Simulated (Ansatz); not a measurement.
We consider CsCl-type CuZn, described by r²SCAN+rVV10 (Ansatz, a program for electronic structure, plane waves, PAW).

Run with plane-wave cutoff 560 eV, 18×18×18 k mesh, Fermi–Dirac smearing 0.05 eV, no spin polarisation, scalar-relativistic PAW data made under PBE.

Pressure at four volumes; x = ln(V/12.276 Å³). One pressure is withheld.

```json
[
 {"V (Å³/atom)": "11.539", "x": "-0.0619", "P (GPa)": "?"},
 {"V (Å³/atom)": "11.785", "x": "-0.0408", "P (GPa)": "6.35"},
 {"V (Å³/atom)": "12.276", "x": "0.0000", "P (GPa)": "0.01"},
 {"V (Å³/atom)": "13.012", "x": "0.0582", "P (GPa)": "-7.09"}
]
```

Pass a parabola P(x) through the three rows shown, estimate the bulk modulus and its pressure derivative near zero pressure, and predict the withheld pressure.

Slopes between the rows: (0.01 − (6.35))/(0.0000 − (-0.0408)) = -155.39 and (-7.09 − (0.01))/(0.0582 − (0.0000)) = -121.99 GPa. Their difference over the span 0.0990 is c = 33.40/0.0990 = 337.4 GPa, so P(x) = 6.35 + (-155.39)(x − (-0.0408)) + 337.4 (x − (-0.0408))(x − (0.0000)). At the middle row B = −dP/dx = −[-155.39 + 337.4 × 0.0408] = 141.6 GPa, and B′ = dB/dP = 2c/B = 4.8. At x = -0.0619 the parabola gives 10.07 GPa; the run gives 10.13 GPa. The Birch–Murnaghan fit to the energies at all volumes has B0 = 140 GPa and B′ = 4.9.

Measured, for comparison: bulk modulus 116 GPa (temperature not stated, not corrected to a static lattice; as tabulated in Nepal et al. (2020), arXiv:2007.11150). Computed (rounded) less measured: bulk modulus +21 %.
